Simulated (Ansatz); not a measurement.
Faces of fcc Au, relaxed in 1x1 cells (a = 4.157 Å). A vicinal face is read as terraces and steps: γ(θ) = γ(terrace)·cos θ + (β/h)·sin θ, with θ the angle to the terrace, h the step's height and β the energy a length of step; on such narrow terraces β holds the steps' interaction too.

Level of theory: PBE (plane waves to 420 eV, PAW; Ansatz, a quantum-chemistry and plane-wave program).

```csv
face,γ (J/m²)
(100),0.88
(110),0.91
(111),0.69
(210),0.92
(211),0.82
(221),0.79
(310),0.92
(311),0.88
(320),0.93
(331),0.84
(332),0.75
```

**Question.** What step energy does (211) give on (111) terraces?

**Answer.** θ = 19.5°, h = a/√3 = 2.40 Å, so β = (0.82 − 0.69·cos θ)·h / sin θ = 76 meV/Å (1 J/m² = 62.4 meV/Å²).

**Question.** What step energy does (221) give on (111) terraces?

**Answer.** θ = 15.8°, h = a/√3 = 2.40 Å, so β = (0.79 − 0.69·cos θ)·h / sin θ = 69 meV/Å (1 J/m² = 62.4 meV/Å²).

**Question.** What step energy does (210) give on (100) terraces?

**Answer.** θ = 26.6°, h = a/2 = 2.08 Å, so β = (0.92 − 0.88·cos θ)·h / sin θ = 39 meV/Å (1 J/m² = 62.4 meV/Å²).
